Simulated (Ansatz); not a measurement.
**TaN: Ta on a N site (antisite), symmetric start**

Base system: a 24-atom supercell of TaN in the rock salt structure (space group Fm-3m, No. 225; a = 4.416 Å) at its relaxed geometry.

Modification: one N atom is replaced by Ta, atoms relaxed at fixed cell.

Level of theory: PBE (Ansatz, an electronic-structure program; PAW; 420 eV plane waves; no spin-orbit coupling), earlier PAW set. k-mesh 6×5×6 (Γ-centred); smearing 0.05 eV (Fermi–Dirac).

```csv
quantity,base,changed,shift
pressure,0.0 GPa,25.1 GPa,+25.1 GPa
energy gained by relaxation,–,4.33 eV,–
largest displacement of a host atom from its site in the perfect cell,–,0.24 Å,–
```

Final structure:

```yaml
crystal:
  lattice:
    - [0.00000, 4.41610, 4.41610]
    - [4.41610, -4.41610, 4.41610]
    - [4.41610, 4.41610, 0.00000]
  atoms:
    - { symbol: Ta, position: [0.00000, 0.00000, 0.00000] }
    - { symbol: N, position: [0.00000, 0.00000, 0.50000] }
    - { symbol: N, position: [0.16946, 0.33690, 0.16946] }
    - { symbol: N, position: [0.16946, 0.33690, 0.66108] }
    - { symbol: N, position: [0.33333, 0.63481, 0.33333] }
    - { symbol: N, position: [0.33892, 0.66310, 0.83054] }
    - { symbol: N, position: [0.50000, 0.00000, 0.00000] }
    - { symbol: N, position: [0.50000, 0.00000, 0.50000] }
    - { symbol: N, position: [0.66108, 0.33690, 0.16946] }
    - { symbol: N, position: [0.66667, 0.36519, 0.66667] }
    - { symbol: N, position: [0.83054, 0.66310, 0.33892] }
    - { symbol: N, position: [0.83054, 0.66310, 0.83054] }
    - { symbol: Ta, position: [0.33333, 0.16370, 0.33333] }
    - { symbol: Ta, position: [0.36418, 0.18263, 0.81791] }
    - { symbol: Ta, position: [0.50000, 0.50000, 0.50000] }
    - { symbol: Ta, position: [0.50000, 0.50000, 0.00000] }
    - { symbol: Ta, position: [0.66667, 0.83630, 0.66667] }
    - { symbol: Ta, position: [0.63582, 0.81737, 0.18209] }
    - { symbol: Ta, position: [0.81791, 0.18263, 0.36418] }
    - { symbol: Ta, position: [0.81791, 0.18263, 0.81791] }
    - { symbol: Ta, position: [0.00000, 0.50000, 0.50000] }
    - { symbol: Ta, position: [0.00000, 0.50000, 0.00000] }
    - { symbol: Ta, position: [0.18209, 0.81737, 0.63582] }
    - { symbol: Ta, position: [0.18209, 0.81737, 0.18209] }
```

In so small a cell the defect repeats every few ångströms: this is an ordered compound, not a dilute defect. The defect started on the symmetric site and kept its symmetry, so it may sit on a saddle. The final runs are not spin-polarised. The defect cell is not spin-polarised. This is not the structure that TaN has at room temperature and ambient pressure.
